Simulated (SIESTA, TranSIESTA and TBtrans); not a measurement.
Run with TranSIESTA and TBtrans (open boundaries, self-consistent; PseudoDojo norm-conserving potentials, scalar-relativistic): Spin polarized, PAO.BasisSize DZP, PAO.EnergyShift 0.15 eV, XC.Authors PBE, Mesh.Cutoff 200 Ry, ElectronicTemperature 300 K, TS.Voltage 0.0 eV, TBT.Elecs.Eta 0.001 eV.

Device: Ta chain with one bond stretched by 1.0 Å. Leads: straight Ta chain, spacing 2.35 Å. Geometry: as built, not relaxed.

### Question
Predict: conductance at 300 K (G0 = 2e²/h); mean T from −0.5 to 0.5 eV; spin polarisation of the conductance, (up − down)/(up + down).

### Answer
conductance at 300 K (G0 = 2e²/h): 1.67; mean T from −0.5 to 0.5 eV: 1.63; spin polarisation of the conductance, (up − down)/(up + down): 0.12. The magnetic order of the leads was set by the start, and no other order was tried; the separate lead runs end at 1.06 (left) and 1.06 (right) μB an atom. The straight chain is held at its spacing; free chains may zigzag or dimerise. Spin-orbit coupling, left out here, matters for the heavy atoms.
